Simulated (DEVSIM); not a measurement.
Structure: abrupt Si p-n junction, at 300 K.

| layer (left to right) | material | thickness (μm) | Nd (cm⁻³) | Na (cm⁻³) | τn (s) | τp (s) |
|---|---|---|---|---|---|---|
| 1 | Si | 20.0 | - | 7.8e15 | 3.1e-6 | 3.1e-6 |
| 2 | Si | 1.10 | 1.9e15 | - | 3.1e-6 | 3.1e-6 |

Left contact: ohmic. Right contact: ohmic. Voltage is applied to the left contact. Recombination: SRH at mid-gap, Auger. Mobility is μmin + (μ − μmin)/(1 + (N/Nref)^α).

Constants are typed, rounded textbook-type inputs, not results; the design itself was drawn at random and stands for no fabricated device. Values at 300 K; Nc and Nv go as T^1.5, mobilities as T to minus their exponent, the gap by Varshni's rule with the affinity fixed.

```tsv
parameter	Si
gap (eV)	1.124
affinity (eV)	4.05
permittivity	11.7
Nc (cm⁻³)	2.86e19
Nv (cm⁻³)	3.1e19
μn (cm²/Vs)	1417
μp (cm²/Vs)	470
μn,min	52
μp,min	45
Nref,n	9.7e16
Nref,p	2.2e17
αn	0.68
αp	0.72
T exponent of μn	2.3
T exponent of μp	2.2
Cn (cm⁶/s)	2.8e-31
Cp (cm⁶/s)	9.9e-32
Varshni α (eV/K)	0.000473
Varshni β (K)	636
```

Simulated with DEVSIM: 1D drift-diffusion, Boltzmann statistics, complete ionisation; no tunnelling, impact ionisation, image-force lowering or self-heating.

The temperature was swept, all else fixed.

```csv
temperature (K),dark forward voltage at 1 A/cm² (V),dark forward voltage at 100 A/cm² (V),largest field in the device at zero bias (V/cm),potential step across the device at zero bias (V)
250,0.650,0.920,18000,0.762
300,0.533,0.888,17000,0.661
350,…,…,…,0.557
400,0.292,0.842,14000,0.449
450,0.170,0.826,12000,0.340
500,0.063,0.815,9300,0.229
```

Question: What belongs in the gaps?

Answer: 
- 350, dark forward voltage at 1 A/cm² (V): 0.414
- 350, dark forward voltage at 100 A/cm² (V): 0.862
- 350, largest field in the device at zero bias (V/cm): 15000
